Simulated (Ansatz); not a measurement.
The starting structures come from a database of crystals and need not be the phases stable at ambient conditions.

 Where the default PAW files enter, the runs use the earlier of Ansatz's two default sets.

Inside the gap of an insulator the Bloch states are evanescent, with a wavenumber k + iκ along the transport direction.

Data:

```
PdRb2Se2
1.0
    6.64317     0.00000     0.00000
    1.13352     6.54575     0.00000
    1.09012    -1.29512     3.40852
Rb Pd Se
2 1 2
Direct
  0.30596   0.30596   0.50000
  0.69404   0.69404   0.50000
  0.00000   0.00000   0.00000
  0.78722   0.21278   0.71278
  0.21278   0.78722   0.28722
```

Space group of this cell: Immm. The cell is taken as given.

Transport runs along the normal of the first two printed cell vectors.

The gap is the functional's own. No spin-orbit coupling. Mid-gap values are interpolated on the energy grid.

**Question.** State the band gap and the smallest decay constant κ at mid-gap according to r2SCAN run with Ansatz (a quantum-chemistry and plane-wave program).

**Answer.** Gap 1.14 eV on a 10×10×10 mesh; κ = 0.188 1/Å, at (-0.333, 0.333) of the in-plane reciprocal vectors. At the zone centre, at the nearest computed energy, the slowest state has κ = 0.26 1/Å.
